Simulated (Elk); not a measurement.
## How far to go with the k-point mesh at a smearing width of 0.05 eV: Sb (R-3m, 2 atoms in the cell)

```xyz
2
Lattice="3.9771 -2.1658 0.0000 3.9771 2.1658 0.0000 2.7977 0.0000 3.5610" Properties=species:S:1:pos:R:3 pbc="T T T"
Sb     2.5581     0.0000     0.8472
Sb     8.2414     0.0000     2.7295
```

Method of the run: PBEsol, all-electron FP-LAPW, Elk's shipped species files, default APW+lo basis (Elk).

Base settings: xctype = 22; rgkmax = 7; stype = 3; swidth = 0.00367493 Ha; ngridk = 6 6 6.

In this ladder: swidth = 0.00183747 Ha.

The second cell is the first with its lattice scaled by 0.98.

Only quantities that move along the ladder and can be compared are tabulated.

Core times come from one kind of shared machine, to one figure; runs under 30 s give none.

The starting cell has typed, rounded lattice constants, without a prior relaxation at this level. Its lattice was rescaled by up to half a per cent. One atom was moved a little off its site on purpose. Values depend on the basis (sphere radii, cutoffs, local orbitals), which need not be converged.

| ngridk | free energy less the last step's (meV/atom) | energy of the compressed cell less the first (meV/atom) | core time / last (rough) |
|---|---|---|---|
| 3 3 3 | -55.11 | 18.33 | – |
| 4 4 4 | -21.28 | -0.93 | – |
| 5 5 5 | -19.97 | 3.38 | – |
| 6 6 6 | -6.52 | -0.72 | – |
| 7 7 7 | -11.12 | 3.96 | – |
| 8 8 8 | -4.75 | 0.67 | – |
| 10 10 10 | -3.44 | 2.14 | – |
| 12 12 12 | -0.70 | 0.78 | 0.4 |
| 15 15 15 | -0.59 | 1.45 | 0.7 |
| 18 18 18 | 0.00 | 1.69 | 1 |

Coarsest ngridk that holds the free energy within 2 meV/atom of the last step, with all finer ones: 12 12 12, at about 0.4 of the last step's time; the step before is off by 3.4 meV/atom.

Coarsest ngridk that holds the energy of the compressed cell less the first within 0.5 meV/atom of the last step, with all finer ones: 15 15 15; the step before is off by 0.91 meV/atom.

The energy difference between the two cells stays within 1 meV/atom of the last step's from 10 10 10 on, the total only from 12 12 12 on: much of the error is common to both cells and cancels.
